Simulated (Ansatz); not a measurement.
GaP (F-43m), PBE with spin-orbit coupling, rigid bands (Ansatz, an electronic-structure program): band gap 1.55 eV, N_c = 4.04e19 cm⁻³ and N_v = 2.29e19 cm⁻³ at 300 K, conductivity masses of 0.345 mₑ (electrons) and 0.490 mₑ (holes). Take k_BT = 0.02585 eV.

### Question
What thermal injection velocity √(2k_BT/πm) limits a ballistic channel?

### Answer
9.16e6 cm/s for electrons and 7.69e6 cm/s for holes, a ratio of √(m_h/m_e) = 1.19, for dilute carriers.

### Question
A film of it is 2 nm thick. Estimate the confinement energies in an infinite well.

### Answer
ħ²π²/(2m t²) = 0.376 eV·nm²/(m/mₑ × t²) gives 272 meV for electrons and 192 meV for holes, so the gap would widen to about 2.01 eV. Finite barriers and nonparabolic bands lower this, and with several valleys or bands the heaviest mass along the normal sets the lowest level, not this average.

### Question
Find the intrinsic carrier density and the intrinsic Fermi level.

### Answer
n_i = √(N_c N_v) exp(−E_g/2k_BT) = 3.04e19 × exp(−29.98) = 2.9e6 cm⁻³. The level lies (k_BT/2) ln(N_v/N_c) = -7 meV from mid-gap (positive towards the conduction band). Each 0.1 eV added to the gap lowers n_i by a factor of 6.9.

Rigid, parabolic bands with the computed gap; masses take one relaxation time for all states. Geometry: cell and atoms relaxed with PBEsol.
